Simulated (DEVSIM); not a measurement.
Structure: Al0.4Ga0.6As/GaAs p-n heterojunction, at 350 K.

```tsv
layer (left to right)	material	thickness (μm)	Nd (cm⁻³)	Na (cm⁻³)	τn (s)	τp (s)
1	Al0.4Ga0.6As	1.00	-	4.1e17	4e-10	4e-10
2	GaAs	0.160	6.6e15	-	4e-10	4e-10
```

Left contact: ohmic. Right contact: ohmic. Voltage is applied to the left contact. Recombination: SRH at mid-gap. Mobility is μmin + (μ − μmin)/(1 + (N/Nref)^α).

The device is made up for the run: typed textbook-type constants, with dimensions and the other settings drawn at random. Values at 300 K; Nc and Nv go as T^1.5, mobilities as T to minus their exponent, the gap by Varshni's rule with the affinity fixed.

```tsv
parameter	Al0.4Ga0.6As	GaAs
gap (eV)	1.9228	1.424
affinity (eV)	3.754	4.07
permittivity	11.76	12.9
Nc (cm⁻³)	7.93e17	4.7e17
Nv (cm⁻³)	9e18	9e18
μn (cm²/Vs)	3220	8500
μp (cm²/Vs)	158	400
μn,min	500	500
μp,min	20	20
Nref,n	6e16	6e16
Nref,p	1.5e17	1.5e17
αn	0.39	0.39
αp	0.38	0.38
T exponent of μn	2.1	2.1
T exponent of μp	2.2	2.2
Varshni α (eV/K)	0.000541	0.000541
Varshni β (K)	204	204
```

Model (solved in DEVSIM): 1D drift-diffusion, Boltzmann statistics, complete ionisation; no tunnelling, impact ionisation, image-force lowering or self-heating. Band offsets follow the typed affinities; no thermionic-emission limit at abrupt steps, no polarisation charge.

Problem. Tabulate band edges, carrier densities and field at zero bias.

Solution. Energies count from the Fermi level of the right contact; mesh points crowd at the junctions.

```json
[
 {"x (μm)": "0.000", "Ec (eV)": "1.800", "Ev (eV)": "-0.100", "n (cm⁻³)": "< 1e2", "p (cm⁻³)": "4.1e17", "field (V/cm)": "≈ 0"},
 {"x (μm)": "0.004409", "Ec (eV)": "1.800", "Ev (eV)": "-0.100", "n (cm⁻³)": "< 1e2", "p (cm⁻³)": "4.1e17", "field (V/cm)": "≈ 0"},
 {"x (μm)": "0.01356", "Ec (eV)": "1.800", "Ev (eV)": "-0.100", "n (cm⁻³)": "< 1e2", "p (cm⁻³)": "4.1e17", "field (V/cm)": "≈ 0"},
 {"x (μm)": "0.03029", "Ec (eV)": "1.800", "Ev (eV)": "-0.100", "n (cm⁻³)": "< 1e2", "p (cm⁻³)": "4.1e17", "field (V/cm)": "≈ 0"},
 {"x (μm)": "0.08066", "Ec (eV)": "1.800", "Ev (eV)": "-0.100", "n (cm⁻³)": "< 1e2", "p (cm⁻³)": "4.1e17", "field (V/cm)": "≈ 0"},
 {"x (μm)": "0.1651", "Ec (eV)": "1.800", "Ev (eV)": "-0.100", "n (cm⁻³)": "< 1e2", "p (cm⁻³)": "4.1e17", "field (V/cm)": "≈ 0"},
 {"x (μm)": "0.3197", "Ec (eV)": "1.800", "Ev (eV)": "-0.100", "n (cm⁻³)": "< 1e2", "p (cm⁻³)": "4.1e17", "field (V/cm)": "≈ 0"},
 {"x (μm)": "0.6812", "Ec (eV)": "1.800", "Ev (eV)": "-0.100", "n (cm⁻³)": "< 1e2", "p (cm⁻³)": "4.1e17", "field (V/cm)": "≈ 0"},
 {"x (μm)": "0.8354", "Ec (eV)": "1.800", "Ev (eV)": "-0.100", "n (cm⁻³)": "< 1e2", "p (cm⁻³)": "4.1e17", "field (V/cm)": "≈ 0"},
 {"x (μm)": "0.9196", "Ec (eV)": "1.800", "Ev (eV)": "-0.100", "n (cm⁻³)": "< 1e2", "p (cm⁻³)": "4.1e17", "field (V/cm)": "≈ 0"},
 {"x (μm)": "0.9602", "Ec (eV)": "1.798", "Ev (eV)": "-0.101", "n (cm⁻³)": "< 1e2", "p (cm⁻³)": "3.9e17", "field (V/cm)": "-1800"},
 {"x (μm)": "0.9865", "Ec (eV)": "1.757", "Ev (eV)": "-0.143", "n (cm⁻³)": "< 1e2", "p (cm⁻³)": "9.8e16", "field (V/cm)": "-50000"},
 {"x (μm)": "0.9956", "Ec (eV)": "1.688", "Ev (eV)": "-0.212", "n (cm⁻³)": "< 1e2", "p (cm⁻³)": "1.0e16", "field (V/cm)": "-100000"},
 {"x (μm)": "1.000", "Ec (eV)": "1.322", "Ev (eV)": "-0.079", "n (cm⁻³)": "< 1e2", "p (cm⁻³)": "8.2e17", "field (V/cm)": "-120000"},
 {"x (μm)": "1.007", "Ec (eV)": "1.257", "Ev (eV)": "-0.144", "n (cm⁻³)": "< 1e2", "p (cm⁻³)": "9.6e16", "field (V/cm)": "-85000"},
 {"x (μm)": "1.017", "Ec (eV)": "1.175", "Ev (eV)": "-0.226", "n (cm⁻³)": "< 1e2", "p (cm⁻³)": "6.3e15", "field (V/cm)": "-80000"},
 {"x (μm)": "1.037", "Ec (eV)": "1.017", "Ev (eV)": "-0.384", "n (cm⁻³)": "1300", "p (cm⁻³)": "3.4e13", "field (V/cm)": "-77000"},
 {"x (μm)": "1.073", "Ec (eV)": "0.747", "Ev (eV)": "-0.654", "n (cm⁻³)": "1.0e7", "p (cm⁻³)": "4.4e9", "field (V/cm)": "-74000"},
 {"x (μm)": "1.124", "Ec (eV)": "0.379", "Ev (eV)": "-1.022", "n (cm⁻³)": "2.1e12", "p (cm⁻³)": "22000", "field (V/cm)": "-69000"},
 {"x (μm)": "1.144", "Ec (eV)": "0.245", "Ev (eV)": "-1.156", "n (cm⁻³)": "1.8e14", "p (cm⁻³)": "250", "field (V/cm)": "-67000"},
 {"x (μm)": "1.153", "Ec (eV)": "0.179", "Ev (eV)": "-1.222", "n (cm⁻³)": "1.6e15", "p (cm⁻³)": "< 1e2", "field (V/cm)": "-67000"},
 {"x (μm)": "1.160", "Ec (eV)": "0.136", "Ev (eV)": "-1.265", "n (cm⁻³)": "6.6e15", "p (cm⁻³)": "< 1e2", "field (V/cm)": "-66000"}
]
```
